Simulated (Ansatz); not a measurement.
# PBE against r2SCAN: CaF2

Base system: CaF2 in the fluorite structure (space group Fm-3m, No. 225; a = 5.511 Å).

(Cell as relaxed with PBE.)

Levels (all Ansatz, a first-principles code, PAW): PBE (420 eV, no spin-orbit coupling); r2SCAN (500 eV, no SOC).

Each level relaxes its own structure.

| quantity | PBE | r2SCAN |
|---|---|---|
| volume per atom | 13.95 Å³ | [?] |
| lattice parameter a | 5.511 Å | [?] |
| band gap | 7.14 eV | [?] |
| gap character | indirect, X → Γ | [?] |
| electron mass | 0.55 mₑ | [?] |

**Question.** What does r2SCAN give?

**Answer.** 
- volume per atom, r2SCAN: 13.41 Å³
- lattice parameter a, r2SCAN: 5.439 Å
- band gap, r2SCAN: 8.03 eV
- gap character, r2SCAN: indirect, X → Γ
- electron mass, r2SCAN: 0.56 mₑ

PBE's volume per atom lies 0.54 Å³ above r2SCAN's (4.0 %); PBE's lattice parameter a lies 0.072 Å above r2SCAN's (1.3 %); PBE's band gap lies 0.89 eV below r2SCAN's; the two agree on the gap character. Neither level is exact; r2SCAN is the comparison here, not a measurement.

Masses are band curvatures over ±0.01 Å⁻¹ around the edge. Whether these cells are dynamically stable was not tested.
